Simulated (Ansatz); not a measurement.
The parent structure is BP in the zinc blende structure (space group F-43m, No. 216; a = 4.537 Å). Axes: x, y, z lie along the cube axes.

Level of theory: r2SCAN, PAW, 500 eV (Ansatz, a program for electronic structure; spin-orbit coupling left out).

A first run, uniaxial strain ε_zz = −0.58 %, gives secant values C11 ≈ 360 GPa and C12 ≈ 76 GPa from its stress. A second run applies biaxial strain +1.63 %, plane normal [001], relaxed out of plane.

### Question
What does linear elasticity predict for −ε⊥/ε∥ in the second run, and what does the run give?

### Answer
Linear elasticity: 2 C12/C11 = 0.42. The run gives 0.41; any difference comes from nonlinear terms at these strains and numerical noise.

Stability against distortions was not tested.
